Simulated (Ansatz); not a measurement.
The parent structure is InSb in the zinc blende structure (space group F-43m, No. 216; a = 6.557 Å). Axes: x, y, z lie along the cube axes.

Level of theory: r2SCAN (Ansatz, an electronic-structure program; PAW; 500 eV plane waves; without spin-orbit coupling), earlier PAW set.

Strains are applied to the cell and any free atomic positions relax.

One change was made to it. Results:

```csv
quantity,base,after
energy relative to the base (free energy F),0 meV/atom,0.0 meV/atom
"pressure (mean of the normal stresses, compression positive)",0.0 GPa,-0.1 GPa
```

Which of these changes matches the shifts?
A) isotropic strain +0.82 %
B) uniaxial strain ε_xx = +0.17 %
C) uniaxial strain ε_xx = −1.56 %

B, uniaxial strain ε_xx = +0.17 %. For comparison, the energy relative to the base in the other runs: uniaxial strain ε_xx = −1.56 % gives +1.7 meV/atom; isotropic strain +0.82 % gives +2.8 meV/atom.

Whether these cells are dynamically stable was not tested. All final runs are without spin polarisation.
